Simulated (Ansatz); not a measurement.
HgS (P6₃mc, No. 186, 4 atoms in the cell; start mp-973676; a measured phase of this formula has another space group) was calculated with PBEsol (Ansatz, an electronic-structure program, PAW).

Settings: plane-wave cutoff 520 eV, 18×18×8 k mesh (along the axes of the cell as run), Fermi–Dirac smearing 0.05 eV, scalar-relativistic PAW data made under PBE.

Cell (relaxed at this level):

```cif
data_Hg2S2
_chemical_formula_sum 'Hg2 S2'
_space_group_name_H-M_alt 'P 1'
_space_group_IT_number 1
_cell_length_a 4.15725
_cell_length_b 4.15725
_cell_length_c 6.77864
_cell_angle_alpha 90.000
_cell_angle_beta 90.000
_cell_angle_gamma 120.000
loop_
_space_group_symop_operation_xyz
  'x, y, z'
loop_
_atom_site_label
_atom_site_type_symbol
_atom_site_fract_x
_atom_site_fract_y
_atom_site_fract_z
_atom_site_occupancy
Hg1 Hg 0.66667 0.33333 0.49914 1
Hg2 Hg 0.33333 0.66667 0.99914 1
S1 S 0.66667 0.33333 0.87586 1
S2 S 0.33333 0.66667 0.37586 1
```

Estimate the bulk modulus B0 that the calculation returns.


- bulk modulus B0: 60.0 GPa

The run finds no gap.

Note: the bulk modulus is −V dP/dV from two relaxed cells at ±2 % in volume; the relaxation could not lower the start's symmetry, so the cell can be a saddle point above a distorted one.

Spin–orbit coupling is not included; it can open a gap where bands touch, and shift volumes and moduli.

The result took roughly 5 core-minutes.

A start named mp-… is a Materials Project structure, which need not be a measured phase.
